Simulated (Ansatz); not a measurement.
## BaO: pressure series

The parent structure is BaO in the rock salt structure (space group Fm-3m, No. 225).

```yaml
crystal:
  lattice:
    - [0.00000, 2.74482, 2.74482]
    - [2.74482, 0.00000, 2.74482]
    - [2.74482, 2.74482, 0.00000]
  atoms:
    - { symbol: O, position: [0.00000, 0.00000, 0.00000] }
    - { symbol: Ba, position: [0.50000, 0.50000, 0.50000] }
```

Cell and atoms are relaxed at each pressure.

The values are results of plane-wave PAW DFT at the PBEsol level (Ansatz, a first-principles code, 420 eV), scalar-relativistic without spin-orbit coupling, not measurements.

Candidates:
(a) pressure 15 GPa
(b) pressure −1 GPa
(c) pressure 0.9 GPa
(d) pressure 30 GPa

Before the change:

Band gap: 1.84 eV

Question: Order them by band gap, lowest first.

Answer: (d) pressure 30 GPa (0.64 eV), (a) pressure 15 GPa (1.19 eV), (c) pressure 0.9 GPa (1.79 eV), (b) pressure −1 GPa (1.89 eV)

Load acts through the strain it causes; cell and atoms are relaxed under it. Whether these cells are dynamically stable was not tested. Competing high-pressure phases were not computed.
